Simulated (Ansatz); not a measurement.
# ZnS: response to strain

Consider ZnS in the zinc blende structure (space group F-43m, No. 216; a = 5.297 Å). Axes: x, y, z lie along the cube axes.

Strains are applied to the cell and any free atomic positions relax.

Computed with LDA/PAW in Ansatz (a first-principles code), no spin-orbit coupling.

Notes on the quantities. energy relative to the base: free energy F.

```tsv
uniaxial strain ε_zz (%)	energy relative to the base (meV/atom)
-3	6.2
-2.5	4.3
-2	2.7
-1.5	1.5
-1	?
-0.5	0.2
0	0.0
```

Question: Fit ΔE = Aε² + Bε³ (ε in %) to the rows shown and predict the withheld row.

Answer: Least squares on the printed values gives A = 0.655 and B = -0.012 meV/atom (largest residual 0.0 meV/atom); this predicts 0.7 meV/atom, and the run gives 0.7 meV/atom, in agreement.

No phonon test of stability was made.
